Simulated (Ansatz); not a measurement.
WC under a change: uniaxial strain ε_yy = −2.01 %

Start from WC (space group P-6m2, No. 187; a = 2.913 Å, c = 2.835 Å; relaxed with 0.1 eV smearing). Axes: x lies along a and z along c of the hexagonal cell.

One thing is altered: the cell is compressed by 2.01 % along y with no lateral relaxation; the atoms relax in the strained cell.

The values are results of plane-wave PAW DFT at the r2SCAN level (Ansatz, a first-principles code, 500 eV), scalar-relativistic without spin-orbit coupling, not measurements. k-mesh 23×23×20 (Γ-centred); smearing 0.1 eV (Fermi–Dirac).

| quantity | base | changed | shift |
|---|---|---|---|
| volume per atom | 10.42 Å³ | 10.21 Å³ | -0.21 Å³ |
| space group | P-6m2 (No. 187) | Amm2 (No. 38) | – |
| shortest interatomic distance | 219.9 pm | 217.9 pm | -2.07 pm |
| energy relative to the base (free energy F) | 0 meV/atom | +10 meV/atom | +10 meV/atom |
| pressure (mean of the normal stresses, compression positive) | 0.0 GPa | 8.2 GPa | +8.2 GPa |
| band gap | zero | zero | – |
| stress (xx, yy, zz, yz, xz, xy; compression positive) | – | (5.2, 15.7, 3.7, 0.0, 0.0, 0.0) GPa | – |

Whether these cells are dynamically stable was not tested. The final runs are not spin-polarised.
